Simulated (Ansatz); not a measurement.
System: Ta₃Ru (Cmmm, No. 65, 4 atoms in the cell; start mp-1217988). Method: LDA (Ansatz, an electronic-structure program, plane waves, PAW).

From the output:

```
Relaxation: its limit of steps is 80 (relax.max_steps)
Crystal: 4 atoms, lattice volume = 63.459 Å³
Basis set: ecut = 520 eV, 1693 PW (Γ), exchange–correlation on 48×48×144 points (8 copies of the dense FFT grid, shifted against one another)
Bands: 33, of which v1, the nominal top of the filled ones, is band 28 counted from 1 (27 counted from 0)
Symmetry: 8 space group operations
Space group: Cmmm (ITA 65), of the structure as read, at distance tolerance 4.0e-5 Å
k-points: 444 of 2400
Functional: x = slater, c = lda
SCF iter   1: F=—  HF=-34806.617785 eV  |F-HF|=—  |Δ(HF+E_count)|=         —  Δρ=3.27e-2  dr2=3.10e0
SCF iter   2: F=—  HF=-34806.527205 eV  |F-HF|=—  |Δ(HF+E_count)|=   9.06e-2  Δρ=1.40e-2  dr2=7.65e-1
  ...
SCF 1 converged in 7 iterations: F = -34806.495525 eV  dr2 = 1.37e-8
Crystal: 4 atoms, lattice volume = 63.459 Å³
Basis set: ecut = 520 eV, 1689 PW (Γ), exchange–correlation on 48×48×144 points (8 copies of the dense FFT grid, shifted against one another)
Initial density: handed on by an earlier stage of this run
SCF 2 converged in 6 iterations: F = -34806.495741 eV  dr2 = 4.00e-9
Crystal: 4 atoms, lattice volume = 63.459 Å³
SCF 3 converged in 6 iterations: F = -34806.496012 eV  dr2 = 9.36e-10
Crystal: 4 atoms, lattice volume = 63.459 Å³
SCF 4 converged in 6 iterations: F = -34806.496015 eV  dr2 = 1.96e-11
Crystal: 4 atoms, lattice volume = 63.459 Å³
SCF iter   7: F=-34806.496016 eV  HF=-34806.496016 eV  |F-HF|=7.28e-12  |Δ(HF+E_count)|=  7.28e-12  Δρ=5.32e-9  dr2=6.60e-14
SCF iter   8: F=-34806.496016 eV  HF=-34806.496016 eV  |F-HF|=7.28e-12  |Δ(HF+E_count)|=    0.00e0  Δρ=2.78e-9  dr2=1.49e-14
SCF 5 converged in 8 iterations: F = -34806.496016 eV  dr2 = 1.49e-14
SCF converged after 8 iterations
Free energy (F): -34806.496016 eV
Internal energy: -34806.465782 eV  (E = F + TS)
E sigma→0 (E₀):  -34806.480899 eV
Fermi energy:    20.940964 eV
--- Forces (eV/Å), atoms counted from 1 ---
  atom   1  Ta     0.00000000     0.00000000    -0.00053927
  atom   2  Ta    -0.00000000     0.00000000     0.00053927
  atom   3  Ta     0.00000000     0.00000000     0.00000000
  atom   4  Ru     0.00000000     0.00000000     0.00000000
--- Stress (GPa, compression-positive) ---
        5.086394       0.000000      -0.000000
        0.000000       5.097360      -0.000000
       -0.000000      -0.000000       5.095075
  P = ⅓ Tr σ = 5.0929 GPa (50.929 kbar)
```

Task: Write an input file that could have produced this run (the log leaves some choices open).

Result: One answer among several that fit: 
Ansatz 0.2 input:
```yaml
crystal:
  lattice:
    - [1.6089224024, -2.2835353365, 0.0]
    - [1.6089224024, 2.2835353365, 0.0]
    - [0.0, 0.0, 8.6361391949]
  atoms:
    - { symbol: Ta, position: [0.5, 0.5, 0.7632386169] }
    - { symbol: Ta, position: [0.5, 0.5, 0.2367613831] }
    - { symbol: Ta, position: [0.0, 0.0, 0.5] }
    - { symbol: Ru, position: [0.0, 0.0, 0.0] }
basis:
  ecutwfc: 520
  ecutrho_ratio: 4
  xc_grid: 2
kpoints:
  mp_grid: { grid: [20, 20, 6] }
hamiltonian:
  xc: lda
  dispersion: none
  pseudopotentials: { kind: paw }
scf:
  occupations: { method: fermi_dirac, width: 0.05 }
output:
  forces: true
  stress: true
  eigenvalues: true
relax:
  f_tol: 0.004
  escape_saddle: false
  max_steps: 80
  cell: { stress_tol: 0.02, fix: [volume] }
```

The cell is one volume of an energy–volume scan, off the minimum.

The PAW data were made under PBE.

Note: the run has no spin polarisation, so it can have missed a magnetic state. Note: the relaxation could not lower the start's symmetry, so the cell can be a saddle point above a distorted one.

Cost on a shared machine: roughly 2.9 core-minutes.

A start named mp-… is a Materials Project structure, which need not be a measured phase.
